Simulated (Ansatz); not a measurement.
## W: pressure series

Start from W in the bcc (W type) structure (space group Im-3m, No. 229; a = 3.184 Å).

Cell and atoms are relaxed at each pressure.

The values are results of PBE (Ansatz, a program for electronic structure, PAW, without spin-orbit coupling), earlier PAW set, not measurements.

Notes on the quantities. enthalpy: H = E + PV relative to the base's energy.

```csv
case,volume per atom,enthalpy
base,16.13 Å³,–
pressure −2 GPa,16.24 Å³,-0.20 eV/atom
pressure −1 GPa,16.19 Å³,-0.10 eV/atom
pressure 3 GPa,15.98 Å³,+0.30 eV/atom
pressure 7 GPa,15.78 Å³,+0.70 eV/atom
pressure 15 GPa,15.43 Å³,+1.48 eV/atom
pressure 30 GPa,14.85 Å³,+2.89 eV/atom
pressure 50 GPa,___,+4.71 eV/atom
pressure 75 GPa,13.57 Å³,+6.87 eV/atom
pressure 100 GPa,13.04 Å³,+8.95 eV/atom
```

**Question.** What belongs in the blanks?

**Answer.** 
- pressure 50 GPa, volume per atom: 14.22 Å³

Load acts through the strain it causes; cell and atoms are relaxed under it. Stability against distortions was not tested. No other phases were tried under pressure. All final runs are without spin polarisation.
